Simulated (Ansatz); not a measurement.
## Element substitutions in RuSi

Take RuSi (space group P2_13, No. 198) as the base.

Space group P2₁3 (No. 198); a = 4.7064 Å, b = 4.7064 Å, c = 4.7064 Å, α = 90.00°, β = 90.00°, γ = 90.00°

| atom | site | symmetry | x | y | z |
|---|---|---|---|---|---|
| Ru | 4a | .3. | 0.1295 | 0.1295 | 0.1295 |
| Si | 4a | .3. | 0.8376 | 0.8376 | 0.8376 |

Each row replaces one element on all its sites; cell and atoms are relaxed.

Method: plane-wave PAW DFT at the r2SCAN level (Ansatz, a quantum-chemistry and plane-wave program, 500 eV), no SOC, earlier PAW set.

```tsv
change	volume per atom	space group
base	13.03 Å³	P2_13 (No. 198)
Ru → C	8.17 Å³	Fm-3m (No. 225)
Si → Cu	12.92 Å³	P2_13 (No. 198)
Ru → Co	10.52 Å³	P2_13 (No. 198)
```

No phonon test of stability was made. As relaxed here, SiC and CuRu are hypothetical phases, not in the database extracts checked. Seeded moments were not kept for Ru → Co. All final runs are without spin polarisation. CuRu has a high density of states at the Fermi level and may be magnetic at this level.
